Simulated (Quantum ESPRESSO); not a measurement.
A self-consistent single point of CsYbF3 (Pm-3m, 5 atoms in the cell) with Quantum ESPRESSO.

Method: LDA (PZ), SSSP 1.1.2 efficiency (PBE) pseudopotentials (plane waves; Quantum ESPRESSO).

```
CELL_PARAMETERS angstrom
      4.50879     0.00000     0.00000
      0.00000     4.50879     0.00000
      0.00000     0.00000     4.50879
ATOMIC_POSITIONS crystal
  Cs 0.00000 0.00000 0.00000
  Yb 0.50000 0.50000 0.50000
  F  0.00000 0.50000 0.50000
  F  0.50000 0.00000 0.50000
  F  0.50000 0.50000 0.00000
```

Reference input (self-consistent single point, DFT, PBEsol, plane waves, SSSP 1.1.2 efficiency (PBE) pseudopotentials): ecutwfc = 50 Ry; ecutrho = 400 Ry; occupations = smearing; smearing = fd; degauss = 0.0036749 Ry; input_dft = pbesol; potentials = {Cs: Cs_pbe_v1.uspp.F.UPF, Yb: Yb.GGA-PBE-paw-v1.0.UPF, F: f_pbe_v1.4.uspp.F.UPF}; K_POINTS = automatic 6 6 6 0 0 0; conv_thr = 1e-09 Ry. This run's input differs from it in these lines:

```diff
@@ -17,3 +17,3 @@
     degauss = 0.0036749
-    input_dft = 'pbesol'
+    input_dft = 'pz'
 /
```

Output, abridged:

```
     Self-consistent Calculation

     iteration #  1     ecut=    50.00 Ry     beta= 0.70

---- Real-time Memory Report at c_bands before calling an iterative solver
           790 MiB given to the printing process from OS
           105 MiB allocation reported by mallinfo(arena+hblkhd)
------------------

     total energy              =   -1202.25143238 Ry
     estimated scf accuracy    <       0.65237786 Ry

     iteration #  2     ecut=    50.00 Ry     beta= 0.70

---- Real-time Memory Report at c_bands before calling an iterative solver
           841 MiB given to the printing process from OS
   [... lines left out ...]

---- Real-time Memory Report at c_bands before calling an iterative solver
           853 MiB given to the printing process from OS
           149 MiB allocation reported by mallinfo(arena+hblkhd)
------------------

     total energy              =   -1202.76531891 Ry
     estimated scf accuracy    <          2.9E-09 Ry

     iteration # 29     ecut=    50.00 Ry     beta= 0.70

---- Real-time Memory Report at c_bands before calling an iterative solver
           853 MiB given to the printing process from OS
           149 MiB allocation reported by mallinfo(arena+hblkhd)
------------------
     End of self-consistent calculation

     the Fermi energy is    11.5686 ev

!    total energy              =   -1202.76531891 Ry
     estimated scf accuracy    <          1.0E-09 Ry
     smearing contrib. (-TS)   =      -0.00165964 Ry
     internal energy E=F+TS    =   -1202.76365927 Ry

      -> PAW hartree energy AE =     454.42344605 Ry
      -> PAW hartree energy PS =    -390.77692594 Ry
      -> PAW xc energy AE      =    -568.01025695 Ry
      -> PAW xc energy PS      =      36.93806012 Ry
      -> total E_H with PAW    =     331.06927789 Ry
      -> total E_XC with PAW   =    -626.48039115 Ry

     convergence has been achieved in  29 iterations

     Forces acting on atoms (cartesian axes, Ry/au):

     atom    1 type  1   force =     0.00000000    0.00000000    0.00000000
   [... zero for the other atoms too ...]

     Total force =     0.000000     Total SCF correction =     0.000000

          total   stress  (Ry/bohr**3)                   (kbar)     P=       -6.41
  -0.00004356   0.00000000   0.00000000           -6.41        0.00        0.00
   0.00000000  -0.00004356   0.00000000            0.00       -6.41        0.00
   0.00000000   0.00000000  -0.00004356            0.00        0.00       -6.41

   JOB DONE.
```

The run converged in 29 iterations. Against the reference run the pressure goes from 2.74 to -0.64 GPa.

The starting cell comes from a database of computed structures (which also holds hypothetical and non-ambient phases and stackings), without a prior relaxation at this level. Spin polarisation is off, so a magnetic state, if there is one, cannot be reached. The f electrons are in the valence without U or exact exchange, which can misplace them near the Fermi level. Spin-orbit terms, which matter for f shells, are left out.

Cost on one core of a shared machine: roughly 4 min.
